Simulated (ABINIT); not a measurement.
## Energy against c/a at fixed volume: hcp Y (space group 194) (ABINIT, PBEsol)

```
Y
1.0
    3.63407     0.00000     0.00000
   -1.81703     3.14720     0.00000
    0.00000     0.00000     5.47679
Y
2
Direct
  0.66667   0.33333   0.75000
  0.33333   0.66667   0.25000
```

Level of theory: PBEsol, norm-conserving pseudopotentials (PseudoDojo nc-sr-04 PBEsol standard) (plane waves; ABINIT 10.0.3). Settings: pseudos = [Y.upf]; ecut = 47 Ha; ixc = -116133; occopt = 3; tsmear = 0.05 eV; ngkpt = 22 22 12; nshiftk = 1; shiftk = 0 0 0; potentials = PseudoDojo nc-sr-04 PBEsol standard; nband = 16; kptopt = 1; nstep = 60; toldfe = 1e-09 Ha. The cell above is the first row's. The rows change c/a at fixed volume. In all rows fractional positions and the k mesh are held. E is the free energy at the stated smearing, counted from the lowest row.

```csv
c/a,E (meV/atom)
1.5071,3.48
1.5228,1.48
1.5385,0.33
1.5542,0.00
1.5699,0.44
1.5856,1.60
1.6013,?
```

Q: Using a cubic, estimate the missing E at c/a = 1.6013 from the other rows, showing the fit.

A: With u = c/a - 1.546, the rows have u = -0.038900, -0.023200, -0.007500, 0.008200, 0.023900, 0.039600. Least squares gives E = 0.075 - 22.13·u + 1607.4·u² - 1914·u³. Residuals (row less fit): -0.001, 0.003, -0.002, -0.001, 0.002, 0.000; standard error 0.003 (degrees of freedom: 2). The fitted curve has its minimum at c/a = 1.55, where E = 0.00. To one more digit the minimum is at c/a = 1.553; the ideal close-packed ratio is 1.633. At the withheld row, u = 0.055300, so E = 0.075 - 22.13 × 0.055300 + 1607.4 × 0.055300² - 1914 × 0.055300³ = 3.443 meV/atom. The calculation gives 3.44 meV/atom, which the fit meets to the printed digits. The row lies outside the fitted rows, so this is an extrapolation. From the scatter of the fitted rows alone, a prediction at this place has a standard error of 0.011 meV/atom, so the miss is 0.3 times that.

Carrying the step between the two nearest rows on in a straight line would have given 2.76, off by 0.68; series whose last step already gives the withheld value aren't shown. The reference cell has the volume at which an earlier scan in this program and functional put its minimum by a fit; axis ratios and inner coordinates come from a measured-size cell. The runs keep the symmetry of the cell, so they don't test it for distortions. The best c/a moves a little with volume. In metals such curves are sensitive to mesh and smearing. 2 of the planned runs didn't end soundly and are left out. Cutoffs and mesh are single choices, not tested for convergence of this quantity. Series with a scatter that would blur these digits, or in which a gap closes, are not shown. Strain series were run only where this level's volume lies within 10 % of a first guess from the measured size.
